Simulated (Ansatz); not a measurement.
Here is the system:

```
CSi
1.0
    0.00000     2.17347     2.18121
    2.17347     0.00000     2.18121
    2.17347     2.17347     0.00000
Si C
1 1
Direct
  0.25000   0.25000   0.25000
  0.00000   0.00000   0.00000
```

All values below come from r2SCAN with spin-orbit coupling, rigid bands (plane waves, PAW; Ansatz, a first-principles code). Condition of this run: biaxial stress xx = yy = 1 GPa (compression positive) (the target of the relaxation). How the cell was made: cell and atoms relaxed with r2SCAN, then loaded as said.

Task: Predict the hole conductivity mass (n e² τ/σ) at 300 K, by direction if it differs.

Result: 0.67 (x), 0.67 (y), 0.70 (z) mₑ.

Task: What conductivity effective mass do dilute electrons have at 300 K?

Result: 0.32 (x), 0.32 (y), 0.25 (z) mₑ.

Task: And the band gap?

Result: 1.69 eV at this level; semilocal functionals usually fall short of the measured gap.

Rigid bands, one relaxation time for all states, no polarons.
